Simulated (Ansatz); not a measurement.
The parent structure is CdS in the zinc blende structure (space group F-43m, No. 216; a = 5.878 Å). Axes: x, y, z lie along the cube axes.

Level of theory: r2SCAN (Ansatz, a program for electronic structure; PAW; 500 eV plane waves; without spin-orbit coupling).

Perturbation: uniaxial strain ε_zz = −2.00 %, all other strain components held at zero; the atoms relax in the strained cell.

Predict the stress tensor and what it implies for the stiffness.

Stress of the strained cell less that of the base (GPa, compression positive):
```
   1.16    0.00    0.00
   0.00    1.16    0.00
   0.00    0.00    1.48
```

Then −Δσ_ii/ε with ε = -0.0200 gives secant stiffness values (nonlinear terms included at this strain): C33 ≈ 74 GPa, C13 ≈ 58 GPa and C23 ≈ 58 GPa.

Whether these cells are dynamically stable was not tested.
